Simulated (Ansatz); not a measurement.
A self-consistent single point of Ni2Ge (P3m1, 6 atoms in the cell) with Ansatz (a program for electronic structure).

Computed with PBEsol, harder PAW files (source: ansatz) made with PBE (plane waves; Ansatz).

```
Ni2Ge
1.0
    3.99175     0.00000     0.00000
   -1.99588     3.45696     0.00000
    0.00000     0.00000     5.03895
Ni Ge
4 2
Direct
  0.66667   0.33333   0.25992
  0.33333   0.66667   0.75000
  0.00000   0.00000   0.00000
  0.00000   0.00000   0.50000
  0.66667   0.33333   0.75000
  0.33333   0.66667   0.25000
```

Reference input (self-consistent single point, DFT, PBEsol, plane waves, default PAW files made with PBE): basis.ecutwfc = 420 eV; kpoints.mp_grid.grid = 7 7 5; hamiltonian.xc = pbesol; hamiltonian.pseudopotentials = {kind: paw} (the program's default PAW files); scf.occupations.method = fermi_dirac; scf.occupations.width = 0.1 eV. This run's input differs from it in these lines:

Ansatz 0.2 input:
```diff
@@ -14,3 +14,3 @@
 basis:
-  ecutwfc: 420.0 eV
+  ecutwfc: 1105.0 eV
 kpoints:
@@ -19,3 +19,3 @@
   xc: pbesol
-  pseudopotentials: { kind: paw }
+  pseudopotentials: { kind: paw, source: ansatz }
 scf:
```

Output, abridged:

```
SCF iter   1: F=—  HF=-31739.099178 eV  |F-HF|=—  |Δ(HF+E_count)|=         —  Δρ=1.20e-1  dr2=1.15e1  ethr=3.10e-3  ⟨swp⟩=5.9  Hψ=6628  notcnv=0  defer=8
all-band conjugate gradients solve this SCF's bands
preconditioner: auto → Kerker (q_TF=auto, 2.899 Å⁻¹)
SCF iter   2: F=—  HF=-31737.392082 eV  |F-HF|=—  |Δ(HF+E_count)|=    1.71e0  Δρ=4.73e-2  dr2=2.36e0  ethr=3.10e-3  ⟨swp⟩=3.6  Hψ=3666  notcnv=0  defer=81
   [... lines left out ...]
SCF iter   6: F=—  HF=-31736.667553 eV  |F-HF|=—  |Δ(HF+E_count)|=   4.27e-4  Δρ=3.35e-4  dr2=5.36e-5  ethr=1.28e-6  ⟨swp⟩=2.4  Hψ=3217  notcnv=0  defer=67
SCF iter   7: F=—  HF=-31736.667395 eV  |F-HF|=—  |Δ(HF+E_count)|=   1.58e-4  Δρ=9.88e-5  dr2=6.49e-6  ethr=5.36e-8  ⟨swp⟩=2.9  Hψ=3852  notcnv=0  defer=67
SCF iter   8: F=—  HF=-31736.667393 eV  |F-HF|=—  |Δ(HF+E_count)|=   2.12e-6  Δρ=2.85e-5  dr2=6.92e-7  ethr=6.49e-9  ⟨swp⟩=2.1  Hψ=2854  notcnv=0  defer=67
SCF iter   9: F=-31736.667393 eV  HF=-31736.667393 eV  |F-HF|=5.26e-8  |Δ(HF+E_count)|=   1.95e-7  Δρ=8.18e-6  dr2=4.96e-8  ethr=1.00e-10  ⟨swp⟩=15.3  Hψ=12062  notcnv=0
SCF 1 converged in 9 iterations: F = -31736.667393 eV  dr2 = 4.96e-8
Free energy (F): -31736.667393 eV
Internal energy: -31736.545089 eV  (E = F + TS)
E sigma→0 (E₀):  -31736.606241 eV
Entropy (-TS):   -0.122304 eV (-20.384 meV/atom)
Fermi energy:    19.097900 eV
--- Forces (eV/Å), atoms counted from 1 ---
  atom   1  Ni     0.00000000     0.00000000    -0.23920719
  atom   2  Ni    -0.00000000     0.00000000     0.04316356
  atom   3  Ni     0.00000000    -0.00000000     0.05813077
  atom   4  Ni     0.00000000    -0.00000000     0.06221898
  atom   5  Ge     0.00000000     0.00000000     0.13907147
  atom   6  Ge    -0.00000000     0.00000000    -0.06337506
--- Stress (GPa, compression-positive) ---
       -2.739861       0.000000      -0.000000
        0.000000      -2.739861      -0.000000
       -0.000000      -0.000000      -2.406114
  P = ⅓ Tr σ = -2.6286 GPa (-26.286 kbar)
  The stress holds the Pulay correction. Without it, at fixed plane waves, as pw.x and ABINIT print it: P = -2.6395 GPa
```

The run converged in 9 iterations. Against the reference run the pressure moves little (-2.69 to -2.63 GPa) and the largest force stays at 0.239 eV/Å.

The starting cell comes from a database of computed structures (which also holds hypothetical and non-ambient phases and stackings), without a prior relaxation at this level. Its lattice was rescaled by up to half a per cent. One atom was moved a little off its site on purpose. Spin polarisation is off. Ansatz's pressure includes its estimate of the finite-basis (Pulay) stress.

Cost on one core of a shared machine: roughly 60 s.
